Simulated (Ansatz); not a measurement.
Computed with PBE (plane waves to 420 eV, PAW; Ansatz, a quantum-chemistry and plane-wave program).

Electrostatic potential energy of an electron, averaged over planes parallel to the surface, in eV from the highest filled level, for the (331) surface of diamond, one H, on a one-bond C at depth 0.2 Å (bottom of the slab: built like the top, H on every dangling bond, free):

(z (Å), V (eV)): (3.76, 2.14); (4.04, 2.14); (4.33, 2.14); (4.62, 2.14); (4.91, 2.14); (5.20, 2.14); (5.49, 2.14); (5.78, 2.13); (6.07, 2.13); (6.36, 2.12); (6.64, 2.10); (6.93, 2.05); (7.22, 1.92); (7.51, 1.60); (7.80, 0.56); (8.09, -0.85); (8.38, -2.20); (8.67, -5.82); (8.96, -10.39); (9.24, -11.70); (9.53, -11.23); (9.82, -11.97); (10.11, -12.62); (10.40, -12.36); (10.69, -12.57); (10.98, -11.98); (11.27, -11.53); (11.56, -12.33); (11.84, -12.06); (12.13, -11.89); (12.42, -12.43); (12.71, -11.89); (13.00, -11.94); (13.29, -12.39); (13.58, -11.76); (13.87, -12.02); (14.16, -12.26); (14.44, -11.68); (14.73, -12.15); (15.02, -11.95); (15.31, -11.06); (15.60, -11.68); (15.89, -11.55); (16.18, -11.38); (16.47, -12.53); (16.76, -12.84); (17.04, -12.07); (17.33, -9.84); (17.62, -4.64); (17.91, 0.23); (18.20, 2.71); (18.49, 3.96); (18.78, 4.40); (19.07, 4.58); (19.36, 4.65); (19.64, 4.68); (19.93, 4.69); (20.22, 4.70); (20.51, 4.70); (20.80, 4.70); (21.09, 4.70); (21.38, 4.70); (21.67, 4.70); (21.96, 4.70); (22.24, 4.70)

Model: 51-atom slab, 10.0 Å thick at the start with caps and adatoms (thin: gaps and levels are the slab's own), 5x4x1 mesh, Fermi-Dirac 0.025 eV, dipole correction, 12 atoms held, the rest relaxed; no symmetry held; spin-polarised, ending with about 3.0 μB a cell; orders that need a larger cell were not tried, no spin-orbit, no U. In PBE it lies 0.14 eV a 1x1 cell over the lowest computed structure of the same composition (one H, on a one-bond C at depth 0.0 Å).

Problem. The surface cell has an area of 27.80 Å². What dipole along the normal does the step between the two vacuum levels imply?

Solution. the top vacuum level lies 2.57 eV above the bottom one; p = −ε₀ A ΔV (ε₀ = 0.005526 e/(V·Å)) gives -0.39 e·Å a cell.
